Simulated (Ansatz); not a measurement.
Functionals compared on F on the 1x1 (0001) surface of hcp Ru, one in a 2x2 cell, started at the site 'bridge Ru-Ru (span 2.7 Å)', in Ansatz (plane waves, PAW). The structure was relaxed with PBE; the other rows are single points on it, each with its references at the same level. Cutoff 420 eV (500 eV for r2SCAN).

Model: 17-atom slab, 6.3 Å thick at the start under the adsorbate (thin: gaps and levels are the slab's own), 6x6x1 mesh, Fermi-Dirac 0.1 eV, dipole correction, 8 atoms held, the rest relaxed; symmetry of the start imposed; no spin, no spin-orbit, no U, no dispersion correction. At the end it is bonded to 3 Ru. In PBE it is, or lies within 0.03 eV of, the lowest of the starts that converged. These notes are the PBE run's. Adsorption energies are against ½ F2(g). A negative adsorption energy means that the adsorbate is more stable on the surface than in its reference.

```
functional  adsorption energy (eV)  work function of the top face (eV)  change of the work function (eV)   rough cost of the single point
----------  ----------------------  ----------------------------------  --------------------------------  -------------------------------
PBE                          -2.91                                5.58                              0.58                                –
RPBE                         -2.73                                5.42                              0.59          roughly 90 core-seconds
r2SCAN                  (withheld)                          (withheld)                        (withheld)  around 2.9 core-minutes (rough)
```

Problem. Complete the blanks.

Solution. 
- r2SCAN, adsorption energy (eV): -3.23
- r2SCAN, work function of the top face (eV): 5.65
- r2SCAN, change of the work function (eV): 0.65

Ansatz is an electronic-structure program.
